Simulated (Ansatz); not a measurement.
C, carrier doping

The parent structure is C in the diamond structure (space group Fd-3m, No. 227; a = 3.5603 Å).

Carriers are added at fixed cell with a uniform background; the Fermi–Dirac width is that of 300 K.

Level of theory: r2SCAN in Ansatz (plane waves to 500 eV, PAW, scalar-relativistic without spin-orbit coupling), earlier PAW set.

Notes on the quantities. Fermi level from band edge: Fermi level relative to the doped band's edge (positive inside the band; to 0.05 eV).

```json
[
 {"case": "undoped", "Fermi level from band edge": "–", "gap between the host's bands": "4.36 eV"},
 {"case": "electrons 7.0×10^20 cm⁻³", "Fermi level from band edge": "+0.15 eV", "gap between the host's bands": "4.36 eV"},
 {"case": "electrons 1.5×10^21 cm⁻³", "Fermi level from band edge": "+0.30 eV", "gap between the host's bands": "4.35 eV"},
 {"case": "electrons 7.0×10^21 cm⁻³", "Fermi level from band edge": "+0.75 eV", "gap between the host's bands": "4.32 eV"},
 {"case": "electrons 2.0×10^22 cm⁻³", "Fermi level from band edge": "+1.30 eV", "gap between the host's bands": "4.25 eV"},
 {"case": "holes 7.0×10^20 cm⁻³", "Fermi level from band edge": "+0.20 eV", "gap between the host's bands": "4.37 eV"},
 {"case": "holes 1.5×10^21 cm⁻³", "Fermi level from band edge": "+0.35 eV", "gap between the host's bands": "4.37 eV"},
 {"case": "holes 7.0×10^21 cm⁻³", "Fermi level from band edge": "+0.95 eV", "gap between the host's bands": "4.43 eV"},
 {"case": "holes 2.0×10^22 cm⁻³", "Fermi level from band edge": "+1.75 eV", "gap between the host's bands": "4.54 eV"}
]
```

Carriers are added with a uniform compensating background; total energy and stress of such cells depend on the potential's zero and are not compared; many-body gap narrowing is missing at this level. Whether these cells are dynamically stable was not tested.

Ansatz is a first-principles code.
